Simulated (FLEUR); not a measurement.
Band structure of GaSn₃ (Fm-3m, 4 atoms in the cell).

```yaml
crystal:
  lattice:
    - [0.00000, 3.70595, 3.70595]
    - [3.70595, 0.00000, 3.70595]
    - [3.70595, 3.70595, 0.00000]
  atoms:
    - { symbol: Ga, position: [0.00000, 0.00000, 0.00000] }
    - { symbol: Sn, position: [0.25000, 0.25000, 0.25000] }
    - { symbol: Sn, position: [0.75000, 0.75000, 0.75000] }
    - { symbol: Sn, position: [0.50000, 0.50000, 0.50000] }
```

Method: LDA (Vosko-Wilk-Nusair), all-electron FLAPW (FLEUR), scalar-relativistic valence.

Settings: Kmax = 3.8 1/bohr; GmaxXC = 13.3 1/bohr; xcFunctional = vwn; jspins = 1; l_soc = F; mode = hist; fermiSmearingEnergy = 0.00499791 Htr; mesh (inpgen div1-3) = 9 9 9; inpgen gamma flag = false; Gmax = 13.3 1/bohr; numbands = 0; maxIterBroyd = 15; imix = Anderson; alpha = 0.05.

The starting cell comes from a database of computed structures (which also holds hypothetical and non-ambient phases and stackings), without a prior relaxation at this level. Values depend on the basis (sphere radii, cutoffs, local orbitals), which need not be converged.

Levels in eV from the Fermi level, bands 25 to 32:
| point | 25 | 26 | 27 | 28 | 29 | 30 | 31 | 32 |
|---|---|---|---|---|---|---|---|---|
| Γ | -1.28 | -1.28 | -1.28 | -1.02 | -1.02 | -1.02 | 0.12 | 0.12 |
| X | -4.19 | -4.19 | 2.60 | 2.82 | 2.85 | 2.85 | 3.18 | 3.18 |
| W | -1.48 | -1.47 | -1.47 | -1.15 | 3.35 | 3.38 | 3.65 | 3.65 |
| K | -3.82 | -1.72 | 0.37 | 0.43 | 1.68 | 2.01 | 3.11 | 4.64 |
| L | -2.22 | -2.22 | -1.69 | -1.69 | 1.26 | 1.66 | 3.67 | 3.67 |
| U | -3.82 | -1.72 | 0.37 | 0.43 | 1.68 | 2.01 | 3.11 | 4.64 |
